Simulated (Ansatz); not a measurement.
The reference is MoSi2 (space group I4/mmm, No. 139; a = 3.190 Å, c = 7.822 Å; relaxed with 0.1 eV smearing). Axes: x, y, z lie along a, b, c of the conventional cell.

Computed with Ansatz (a first-principles code), PBEsol, PAW, cutoff 420 eV, without spin-orbit coupling.

The change: biaxial strain −1.00 %, plane normal [001], relaxed out of plane (Cartesian); in-plane vectors clamped, the third vector and the atoms free.

Task: How does this affect the out-of-plane strain, in-plane stress and energy relative to the base?

Result: The out-of-plane strain is +0.39 %; the mean in-plane stress (compression positive) amounts to +5.2 GPa; the energy rises by 4.2 meV/atom.

Whether these cells are dynamically stable was not tested. All final runs are without spin polarisation.
